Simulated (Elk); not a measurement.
## Input and output of a self-consistent single point for YbSi₂ (I4_1/amd, 6 atoms in the cell) (Elk)

Level of theory: PBEsol, all-electron FP-LAPW, Elk's shipped species files, default APW+lo basis run with Elk.

Input as run:

```
tasks
  0

xctype
  22

rmtscf
  0.92

stype
  0

swidth
  0.00734986

maxscl
  100

scale
  1.889726125

avec
   -2.1086550000    2.1086550000    6.7774150000
    2.1086550000   -2.1086550000    6.7774150000
    2.1086550000    2.1086550000   -6.7774150000

sppath
  './'

atoms
  2
  'Yb.in'
  2
  0.2500000000  0.7500000000  0.5000000000    0.0 0.0 0.0
  0.5000000000  0.5000000000  0.0000000000    0.0 0.0 0.0
  'Si.in'
  4
  0.0841700000  0.0841700000  0.0000000000    0.0 0.0 0.0
  0.8341700000  0.3341700000  0.5000000000    0.0 0.0 0.0
  0.6658300000  0.1658300000  0.5000000000    0.0 0.0 0.0
  0.9158300000  0.9158300000  0.0000000000    0.0 0.0 0.0

ngridk
  7 7 7
```

Output (repeated stretches shortened):

```
│ Elk code version 10.2.4 │

All units are atomic (Hartree, Bohr, etc.)

│ Ground-state run starting from atomic densities │

Lattice vectors :
  -3.984780442       3.984780442       12.80745819
   3.984780442      -3.984780442       12.80745819
   3.984780442       3.984780442      -12.80745819

Unit cell volume      :    813.4516272
Brillouin zone volume :   0.3049354198

Muffin-tin inner radius fraction :   0.1000000000E-01

Nuclei treated as point charges

Species :    1 (Yb)
 parameters loaded from : Yb.in
 name : ytterbium
 nuclear charge    :   -70.00000000
 electronic charge :    70.00000000
 atomic mass :    315432.6234
 muffin-tin radius :    2.576000000
 number of radial points in muffin-tin :    697
 atomic positions (lattice), magnetic fields (Cartesian) :
   1 :   0.37500000  0.12500000  0.25000000    0.00000000  0.00000000  0.00000000
   2 :  -0.37500000 -0.12500000 -0.25000000    0.00000000  0.00000000  0.00000000

Species :    2 (Si)
 parameters loaded from : Si.in
 name : silicon
 nuclear charge    :   -14.00000000
 electronic charge :    14.00000000
 atomic mass :    51196.73454
 muffin-tin radius :    2.024000000
 number of radial points in muffin-tin :    397
 atomic positions (lattice), magnetic fields (Cartesian) :
   1 :   0.20917000  0.45917000 -0.25000000    0.00000000  0.00000000  0.00000000
   2 :  -0.04083000 -0.29083000  0.25000000    0.00000000  0.00000000  0.00000000
   3 :  -0.20917000 -0.45917000  0.25000000    0.00000000  0.00000000  0.00000000
   4 :   0.04083000  0.29083000 -0.25000000    0.00000000  0.00000000  0.00000000

Total number of atoms per unit cell :    6

Spin treatment :
 spin-unpolarised

Number of Bravais lattice symmetries :   16
Number of crystal symmetries         :   16
Crystal has inversion symmetry
Real symmetric eigensolver will be used

k-point grid :      7     7     7
k-point offset :    0.000000000       0.000000000       0.000000000
   [... lines left out ...]
Maximum (1/2)|G+k|²                   :    5.025368883
Maximum |G| for potential and density :    12.00000000
 potential will be trimmed for |G| > 2 gkmax
Constant for pseudocharge density :    8
Radial integration step length :    4

G-vector grid sizes :     54    54    54
Number of G-vectors :    23717

Maximum angular momentum used for
 APW functions                      :    8
 outer part of muffin-tin           :    6
 inner part of muffin-tin           :    1

Total nuclear charge    :   -196.0000000
Total core charge       :    132.0000000
Total valence charge    :    64.00000000
Total excess charge     :    0.000000000
Total electronic charge :    196.0000000

Effective Wigner radius, rₛ :   0.9969246868

Number of empty states         :   24
Total number of valence states :   56
Total number of core states    :  132

Total number of local-orbitals :   70

Exchange-correlation functional :     22     0     0
 PBEsol, Phys. Rev. Lett. 100, 136406 (2008)
 gradient requirement :    1
 generalised gradient approximation (GGA)

Smearing type :    0
 Gaussian
Smearing width :   0.7349860000E-02
Effective electronic temperature (K) :    2320.902224

Mixing type :    3
 Broyden mixing, J. Phys. A: Math. Gen. 17, L317 (1984)

Kohn-Sham potential initialised from atomic data
│ Self-consistent loop started │
│ Loop number : 1 │
 total energy                :     -28574.7355022
│ Loop number : 2 │
 total energy                :     -28840.2534492
RMS change in Kohn-Sham potential (target) :    2.014340743     (  0.1000000000E-05)
Absolute change in total energy (target)   :    265.5179470     (  0.1000000000E-03)
│ Loop number : 3 │
 total energy                :     -29049.8063010
RMS change in Kohn-Sham potential (target) :    1.124945818     (  0.1000000000E-05)
Absolute change in total energy (target)   :    275.9323386     (  0.1000000000E-03)
│ Loop number : 4 │
 total energy                :     -29105.1487180
RMS change in Kohn-Sham potential (target) :   0.8613033815     (  0.1000000000E-05)
Absolute change in total energy (target)   :    124.3255016     (  0.1000000000E-03)
│ Loop number : 5 │
 total energy                :     -29214.6857785
RMS change in Kohn-Sham potential (target) :   0.3625912757     (  0.1000000000E-05)
Absolute change in total energy (target)   :    140.6184359     (  0.1000000000E-03)
   [... lines left out ...]
Absolute change in total energy (target)   :   0.3677958768E-02 (  0.1000000000E-03)
│ Loop number : 17 │
 total energy                :     -29301.4808556
RMS change in Kohn-Sham potential (target) :   0.1407745278E-06 (  0.1000000000E-05)
Absolute change in total energy (target)   :   0.2178438343E-02 (  0.1000000000E-03)
│ Loop number : 18 │
 total energy                :     -29301.4807641
RMS change in Kohn-Sham potential (target) :   0.2939048793E-06 (  0.1000000000E-05)
Absolute change in total energy (target)   :   0.6360616135E-03 (  0.1000000000E-03)
│ Loop number : 19 │
 total energy                :     -29301.4808090
RMS change in Kohn-Sham potential (target) :   0.5544966928E-07 (  0.1000000000E-05)
Absolute change in total energy (target)   :   0.1141177127E-03 (  0.1000000000E-03)
│ Loop number : 20 │
 total energy                :     -29301.4808155
RMS change in Kohn-Sham potential (target) :   0.1768862506E-07 (  0.1000000000E-05)
Absolute change in total energy (target)   :   0.2204970951E-04 (  0.1000000000E-03)
Convergence targets achieved

│ Loop number : 21 │

Energies :
 Fermi                       :     0.285051535097
 sum of eigenvalues          :     -17832.3150348
 electron kinetic            :      32424.9944012
 core electron kinetic       :      31513.3259155
 Coulomb                     :     -61064.3810981
 Coulomb potential           :     -49386.7147145
 nuclear-nuclear             :     -2116.91637767
 electron-nuclear            :     -68508.2147263
 Hartree                     :      9560.75000593
 Madelung                    :     -36371.0237408
 xc potential                :     -870.594721609
 exchange                    :     -650.277147017
 correlation                 :     -11.8169714838
 total energy                :     -29301.4808153

Density of states at Fermi energy :    57.88013803
 (states/Hartree/unit cell)

Estimated indirect band gap :   0.3341740877E-02
 from k-point      2 to k-point      4
Estimated direct band gap   :   0.1066530462E-01
 at k-point     29

Charges :
 core                        :    132.0000000
 valence                     :    64.00000000
 interstitial                :    12.83046931
 muffin-tins (core leakage)
  species :    1 (Yb)
   atom    1                 :    67.97301672     (  0.5516110349E-05)
   atom    2                 :    67.97301672     (  0.5516110349E-05)
  species :    2 (Si)
   atom    1                 :    11.80587431     (  0.3301794563E-02)
   atom    2                 :    11.80587431     (  0.3301794563E-02)
   atom    3                 :    11.80587431     (  0.3301794563E-02)
   atom    4                 :    11.80587431     (  0.3301794563E-02)
 total in muffin-tins        :    183.1695307
 total calculated charge     :    195.9755146
 total charge                :    196.0000000
 error                       :   0.2448542091E-01

│ Self-consistent loop stopped │
```

The run converged in 21 iterations. The count includes the last loop, which Elk runs after its targets are met.

The starting cell comes from a database of computed structures (which also holds hypothetical and non-ambient phases and stackings), without a prior relaxation at this level. Spin-orbit coupling is off. Spin polarisation is off. Values depend on the basis (sphere radii, cutoffs, local orbitals), which need not be converged. The log's line on a gap gives a spacing of levels on this mesh, which the program prints for metals too.

Cost on one core of a shared machine: roughly 4 min.
